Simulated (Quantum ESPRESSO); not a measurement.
Effort and miss along a sweep of conv_thr: Mg6AlBi (Amm2, 8 atoms in the cell)

Cell: a = 5.2636 Å, b = 6.3313 Å, c = 6.3313 Å, α = 62.24°, β = 90.00°, γ = 90.00°.

Method of the run: LDA (PW92), PseudoDojo standard norm-conserving (LDA) pseudopotentials (plane waves; Quantum ESPRESSO 7.5).

Base settings: ecutwfc = 85 Ry; occupations = smearing; smearing = cold; degauss = 0.0147 Ry; potentials = {Mg: Mg.upf, Al: Al.upf, Bi: Bi.upf}; K_POINTS = automatic 4 3 3 0 0 0; conv_thr = 1e-10 Ry; mixing_beta = 0.3.

Misses are taken against the tightest run, 7.3e-14 Ry, which need not be fully converged itself.

The count of work is k-points × plane waves × bands × iterations; it is no time, and leaves out set-up, grids and terms that scale otherwise. Core times come from one kind of shared machine and are given to one figure; runs under 30 s give none.

The starting cell comes from a database of computed structures (which also holds hypothetical and non-ambient phases and stackings), without a prior relaxation at this level. Without a gap this mesh is coarse (it stands for a supercell whose shortest vector is 19 Å).

```csv
conv_thr,pressure less reference (GPa),largest difference in the force on any atom (eV/Å),count of work / reference,core time / reference (rough)
0.0073 Ry,-1.91,0.045,0.21,0.4
0.00073 Ry,0.45,0.026,0.29,0.4
7.3e-05 Ry,0.51,0.014,0.36,0.4
7.3e-06 Ry,-0.02,0.010,0.43,0.5
7.3e-07 Ry,0.02,0.000,0.50,0.6
7.3e-08 Ry,0.00,0.001,0.57,0.8
7.3e-10 Ry,0.00,0.000,0.71,1.0
1e-10 Ry,0.00,0.000,0.79,0.8
7.3e-12 Ry,0.00,0.000,0.86,1.0
7.3e-14 Ry,0.00,0.000,1.0,1
```

Coarsest setting among those run that, with all tighter ones, holds the pressure within 1 GPa of the reference: 0.00073 Ry, off by 0.45 GPa; it needs 0.29 of the reference's count of work and about 0.4 of the reference's time.

Coarsest setting among those run that, with all tighter ones, holds the pressure within 0.05 GPa of the reference: 7.3e-06 Ry, off by 0.020 GPa; its saving against the reference is no more than about a factor of 2 in time.

The step from 0.0073 Ry to 7.3e-10 Ry: it takes the miss in the pressure from 1.9 to 0.001 GPa, for 3.3 times the count of work and roughly 3 times the time.
